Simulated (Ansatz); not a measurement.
Reference: GaP (F-43m), PBEsol, rigid bands (plane waves, PAW, scalar-relativistic; Ansatz, a first-principles code); geometry: cell and atoms relaxed with PBEsol.

Space group F-43m (No. 216); a = b = c = 5.438 Å, α = β = γ = 90.00°

```
atom  site  symmetry       x       y       z
----  ----  --------  ------  ------  ------
Ga      4a      -43m  0.0000  0.0000  0.0000
P       4d      -43m  0.7500  0.7500  0.7500
```
(The calculation used a cell of 2 atoms; values per cell refer to that cell.)

The band gap is 1.45 eV. The electron conductivity mass is 0.34 mₑ. The Seebeck coefficient, n-type 1e19 cm⁻³ is -332 μV/K.

Problem. Replace P by As on the same sites and relax. What happens?

Solution. GaAs (F-43m): volume per atom 20.1 to 22.6 Å³; band gap falls (1.45 eV to 0.42 eV); electron conductivity mass falls (0.34 mₑ to 0.033 mₑ); Seebeck coefficient, n-type 1e19 cm⁻³ falls in size (-332 μV/K to -33 μV/K).

Problem. Swap Ga for In, keeping the structure type. How do these values move?

Solution. InP (F-43m): volume per atom 20.1 to 25.4 Å³; band gap falls (1.45 eV to 0.57 eV); electron conductivity mass falls (0.34 mₑ to 0.056 mₑ); Seebeck coefficient, n-type 1e19 cm⁻³ falls in size (-332 μV/K to -43 μV/K).

Problem. Swap Ga for Al, keeping the structure type. How do these values move?

Solution. AlP (F-43m): volume per atom 20.1 to 20.5 Å³; band gap stays about the same (1.45 eV to 1.45 eV); electron conductivity mass stays about the same (0.34 mₑ to 0.33 mₑ); Seebeck coefficient, n-type 1e19 cm⁻³ falls in size (-332 μV/K to -262 μV/K).

Moves up to 5 % count as about the same. Masses are for dilute carriers at 300 K, harmonic means over directions unless an axis is named. Seebeck coefficients are for the stated density at 300 K, with one relaxation time for all states and whether or not that doping can be reached. Spin-orbit coupling is left out.
